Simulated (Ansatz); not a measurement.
**Response to strain in SiO2**

The reference is SiO2 (space group P3_221, No. 154; a = 4.8658 Å, c = 5.3652 Å). Axes: x lies along a and z along c of the hexagonal cell.

Strains are applied to the cell and any free atomic positions relax; under biaxial strain the out-of-plane vector relaxes too.

Level of theory: LDA/PAW in Ansatz (a quantum-chemistry and plane-wave program), no spin-orbit coupling.

| biaxial strain, plane normal [001], relaxed out of plane (%) | band gap (eV) |
|---|---|
| 0 | 5.83 |
| 0.75 | ? |
| 1.5 | 5.73 |
| 2.25 | 5.68 |
| 3 | 5.64 |

Task: Fit E_g = E₀ + Dε (ε in %) to the rows shown and predict the withheld row.

Result: Least squares on the printed values gives E₀ = 5.83 eV, D = -64.0 meV per % of strain (largest residual 0.00 eV); this predicts 5.78 eV, and the run gives 5.78 eV, in agreement.

Whether these cells are dynamically stable was not tested.
